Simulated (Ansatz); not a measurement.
Rock-salt NaH was calculated with PBE0 (PAW; Ansatz, an electronic-structure program).

Numerical settings: plane-wave cutoff 520 eV, 8×8×8 k mesh, scalar-relativistic PAW data made under PBE.

Computed at the level's own relaxed cell.

```xyz
2
Lattice="0.0000 2.4034 2.4034 2.4034 0.0000 2.4034 2.4034 2.4034 0.0000" Properties=species:S:1:pos:R:3 pbc="T T T"
Na     0.0000     0.0000     0.0000
H      2.4034     2.4034     2.4034
```

Problem. Give the elastic tensor (Voigt notation, GPa, ions relaxed, in the Cartesian axes of the cell as printed).

Solution. 
```
   46.8    12.8    12.8     0.0     0.0     0.0
   12.8    46.8    12.8     0.0     0.0     0.0
   12.8    12.8    46.8     0.0     0.0     0.0
    0.0     0.0     0.0    23.5     0.0     0.0
    0.0     0.0     0.0     0.0    23.5     0.0
    0.0     0.0     0.0     0.0     0.0    23.5
```

Computed values are for the static lattice.
